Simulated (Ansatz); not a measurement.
Start from WS2 (space group P6_3/mmc, No. 194; a = 3.154 Å, c = 12.141 Å; layered, stacked along the Cartesian z axis). Axes: x lies along a and z along c of the hexagonal cell.

Calculations: PBE-D3(BJ), PAW, 420 eV (Ansatz, an electronic-structure program; scalar-relativistic without spin-orbit coupling).

Strains are applied to the cell and any free atomic positions relax.

One change was made to it. Results:

```json
[
 {"quantity": "energy relative to the base (free energy F)", "base": "0 meV/atom", "after": "+0.1 meV/atom"},
 {"quantity": "smallest direct gap", "base": "1.83 eV", "after": "1.82 eV"},
 {"quantity": "width of the top valence band", "base": "1.88 eV", "after": "1.90 eV"},
 {"quantity": "band gap", "base": "0.88 eV", "after": "0.85 eV"}
]
```

Problem. Which of these changes matches the shifts?
(A) uniaxial strain ε_zz = −1.80 %
(B) uniaxial strain ε_zz = −0.60 %
(C) uniaxial strain ε_zz = −3.00 %

Solution. B, uniaxial strain ε_zz = −0.60 %. For comparison, the band gap in the other runs: uniaxial strain ε_zz = −3.00 % gives 0.71 eV; uniaxial strain ε_zz = −1.80 % gives 0.78 eV.

With W present, leaving out spin-orbit coupling can change the band edges. Gaps are read on the SCF mesh and a high-symmetry path. Stability against distortions was not tested.
